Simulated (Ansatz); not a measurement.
Reference: BAs (F-43m), PBEsol, rigid bands (plane waves, PAW, scalar-relativistic; Ansatz, a quantum-chemistry and plane-wave program); axes and stresses refer to this cell.

```
AsB
1.0
    0.00000     2.38397     2.38397
    2.38397     0.00000     2.38397
    2.38397     2.38397     0.00000
B As
1 1
Direct
  0.25000   0.25000   0.25000
  0.00000   0.00000   0.00000
```

* **band gap**: 1.08 eV
* **Seebeck coefficient, p-type 1e19 cm⁻³**: 300 μV/K
* **hole conductivity mass**: 0.31 mₑ

Change: functional PBE, cell relaxed with it. What happens to band gap, Seebeck coefficient, p-type 1e19 cm⁻³, hole conductivity mass?

band gap increases to 1.20 eV; Seebeck coefficient, p-type 1e19 cm⁻³ moves little, to 301 μV/K; hole conductivity mass moves little, to 0.31 mₑ.

Change: functional r2SCAN on the same cell. What happens to band gap, Seebeck coefficient, p-type 1e19 cm⁻³, hole conductivity mass?

band gap goes up to 1.36 eV; Seebeck coefficient, p-type 1e19 cm⁻³ moves little, to 292 μV/K; hole conductivity mass decreases to 0.29 mₑ.

Masses are for dilute carriers at 300 K, harmonic means over directions unless an axis is named. Seebeck coefficients are for the stated density at 300 K, with one relaxation time for all states and whether or not that doping can be reached. Spin-orbit coupling is left out unless a row names it; without it hole values are far off for these elements.
